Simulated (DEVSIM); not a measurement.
System: Ti/La2O3/p-Si capacitor, at 300 K.

```tsv
layer (left to right)	material	thickness (nm)	Na (cm⁻³)
1	La2O3	15.0	-
2	Si	3700	2.4e16
```

Metal gate on the left, work function 4.33 eV. Fixed charge at the semiconductor interface 1.8e11 cm⁻² (in units of +e); no interface traps.

This is a model device: material constants are rounded textbook-type values typed into the input, and sizes, dopings and lifetimes were drawn at random. Values at 300 K.

```
parameter      La2O3       Si
-------------  -----  -------
gap (eV)         5.8    1.124
affinity (eV)    1.8     4.05
permittivity      27     11.7
Nc (cm⁻³)          -  2.86e19
Nv (cm⁻³)          -   3.1e19
```

Simulated with DEVSIM: 1D Poisson equation in equilibrium, Boltzmann statistics, complete ionisation; no quantum confinement or tunnelling. Metal contacts follow the ideal Schottky-Mott rule: no Fermi-level pinning, no interface dipoles.

Tabulate band edges, carrier densities and field at -0.2 V on the gate.

Energies count from the Fermi level of the right contact; mesh points crowd at the junctions.

| x (μm) | Ec (eV) | Ev (eV) | n (cm⁻³) | p (cm⁻³) | field (V/cm) |
|---|---|---|---|---|---|
| 0.000 | 2.730 | -3.070 | < 1e2 | < 1e2 | 12000 |
| 0.001439 | 2.732 | -3.068 | < 1e2 | < 1e2 | 12000 |
| 0.004214 | 2.735 | -3.065 | < 1e2 | < 1e2 | 12000 |
| 0.009314 | 2.741 | -3.059 | < 1e2 | < 1e2 | 12000 |
| 0.01363 | 2.746 | -3.054 | < 1e2 | < 1e2 | 12000 |
| 0.01500 | 0.498 | -0.626 | 1.2e11 | 9.4e8 | 25000 |
| 0.01646 | 0.506 | -0.618 | 9.0e10 | 1.3e9 | 55000 |
| 0.02185 | 0.535 | -0.589 | 2.9e10 | 4.0e9 | 53000 |
| 0.03252 | 0.590 | -0.534 | 3.6e9 | 3.3e10 | 49000 |
| 0.05740 | 0.700 | -0.424 | 5.0e7 | 2.3e12 | 40000 |
| 0.1121 | 0.862 | -0.262 | 94000 | 1.2e15 | 20000 |
| 0.3143 | 0.939 | -0.185 | 4900 | 2.4e16 | 23 |
| 0.7147 | 0.939 | -0.185 | 4800 | 2.4e16 | ≈ 0 |
| 1.649 | 0.939 | -0.185 | 4800 | 2.4e16 | ≈ 0 |
| 3.023 | 0.939 | -0.185 | 4800 | 2.4e16 | ≈ 0 |
| 3.409 | 0.939 | -0.185 | 4800 | 2.4e16 | ≈ 0 |
| 3.584 | 0.939 | -0.185 | 4800 | 2.4e16 | ≈ 0 |
| 3.660 | 0.939 | -0.185 | 4800 | 2.4e16 | ≈ 0 |
| 3.698 | 0.939 | -0.185 | 4800 | 2.4e16 | ≈ 0 |
| 3.708 | 0.939 | -0.185 | 4800 | 2.4e16 | ≈ 0 |
| 3.713 | 0.939 | -0.185 | 4800 | 2.4e16 | ≈ 0 |
| 3.715 | 0.939 | -0.185 | 4800 | 2.4e16 | ≈ 0 |
